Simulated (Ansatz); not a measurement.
# TiAl under load (space group P4/mmm): band-structure transport figures

Data:

```xyz
2
Lattice="2.8250 0.0000 0.0000 0.0000 2.8250 0.0000 0.0000 0.0000 3.9980" Properties=species:S:1:pos:R:3 pbc="T T T"
Ti     1.4125     1.4125     1.9990
Al     0.0000     0.0000     0.0000
```

Calculation: PBEsol, rigid bands (plane waves, PAW, scalar-relativistic; Ansatz, a quantum-chemistry and plane-wave program). Condition of this run: biaxial stress xx = yy = -2 GPa (compression positive) (the target of the relaxation). How the cell was made: cell and atoms relaxed with PBEsol, then loaded as said.

```json
{
  "density of states at the Fermi level": "1.79 states/(eV·cell), both spins",
  "bare Sommerfeld coefficient": "2.1 mJ/(mol of atoms·K²)",
  "drude_plasma_energy": "5.0 (x), 5.0 (y), 4.6 (z) eV",
  "root-mean-square Fermi velocity": "4.0e5 m/s",
  "resistivity times τ": "19.5 (x), 19.5 (y), 24 (z) ×10⁻²² Ω·m·s"
}
```

A metal at this level (no band gap); rigid bands, thermally averaged at 300 K, both spins. Spin-orbit coupling is left out. τ is one relaxation time for all states.
